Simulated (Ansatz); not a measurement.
Some atoms of an NVE trajectory of Li3OCl (antiperovskite; a metastable compound), cell Li24Cl8O8, with the crystal as the starting point [in the run: it stayed crystalline; mean temperature 511 K (target 500 K); density 1.96 g/cm³, volume +2 % from the start crystal's; mean pressure -0.4 GPa against a target of 0]; time step 1.5 fs, velocity Verlet. Computed with r2SCAN (plane waves, PAW; Ansatz, a quantum-chemistry and plane-wave program). On the run's last frame a denser k-mesh moved the forces by 0.027 eV/Å rms, the static pressure by -0.68 GPa and the free energy by -21 meV/atom, which is about how far such values are converged.

```
atom  mass (u)                x y z (Å)                      v (Å/fs)                F (eV/Å)
----  --------  -----------------------  ----------------------------  ----------------------
O21     15.999  5.95951 1.68906 2.08389   0.007267 -0.003662 0.004698  -0.2689 1.3837 -0.0297
O31     15.999  5.82576 5.80390 2.03400  0.002812 -0.003281 -0.009899    0.1029 0.0441 0.5188
O36     15.999  5.65291 5.88732 6.03284  -0.004794 -0.004306 0.005549  0.1904 -1.0868 -0.4322
Cl37    35.450  3.84293 3.79976 3.87031   0.002072 0.002725 -0.001300    0.4792 0.0915 0.1550
```

Question: Give their positions one step later.

Answer: x' = x + vΔt + FΔt²/(2m), with 1 eV/(Å·u) = 0.0096485 Å/fs².
```json
[
 {"atom": "O21", "x' y' z' (Å)": "5.97023 1.68451 2.09092"},
 {"atom": "O31", "x' y' z' (Å)": "5.83004 5.79901 2.01950"},
 {"atom": "O36", "x' y' z' (Å)": "5.64584 5.88012 6.04087"},
 {"atom": "Cl37", "x' y' z' (Å)": "3.84619 3.80388 3.86840"}
]
```
